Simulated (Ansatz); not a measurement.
## Response to strain in Al2Au

Consider Al₂Au (space group Fm-3m, No. 225; a = 6.061 Å; relaxed with 0.1 eV smearing).

Strains are applied to the cell and any free atomic positions relax.

Level of theory: Ansatz (a first-principles code), PBE, PAW, cutoff 420 eV, scalar-relativistic without spin-orbit coupling.

Notes on the quantities. energy relative to the base: free energy F.

```json
[
 {"case": "base", "pressure": "0.0 GPa", "energy relative to the base": "0 meV/atom", "volume per atom": "18.56 Å³"},
 {"case": "isotropic strain −2.50 %", "pressure": "9.6 GPa", "energy relative to the base": "+38 meV/atom", "volume per atom": "17.20 Å³"},
 {"case": "isotropic strain −2.00 %", "pressure": "7.3 GPa", "energy relative to the base": "+24 meV/atom", "volume per atom": "17.46 Å³"},
 {"case": "isotropic strain −1.50 %", "pressure": "5.3 GPa", "energy relative to the base": "+13 meV/atom", "volume per atom": "17.73 Å³"},
 {"case": "isotropic strain −1.00 %", "pressure": "3.4 GPa", "energy relative to the base": "+5.7 meV/atom", "volume per atom": "18.00 Å³"},
 {"case": "isotropic strain +0.50 %", "pressure": "-1.5 GPa", "energy relative to the base": "+1.3 meV/atom", "volume per atom": "18.83 Å³"},
 {"case": "isotropic strain +1.00 %", "pressure": "-2.9 GPa", "energy relative to the base": "+5.2 meV/atom", "volume per atom": "19.12 Å³"},
 {"case": "isotropic strain +1.50 %", "pressure": "-4.2 GPa", "energy relative to the base": "+12 meV/atom", "volume per atom": "19.40 Å³"},
 {"case": "isotropic strain +2.00 %", "pressure": "-5.4 GPa", "energy relative to the base": "+20 meV/atom", "volume per atom": "19.69 Å³"},
 {"case": "isotropic strain +3.00 %", "pressure": "___", "energy relative to the base": "___", "volume per atom": "20.28 Å³"}
]
```

### Question
Complete the table.

### Answer

- isotropic strain +3.00 %, pressure: -7.4 GPa
- isotropic strain +3.00 %, energy relative to the base: +44 meV/atom

No phonon test of stability was made.
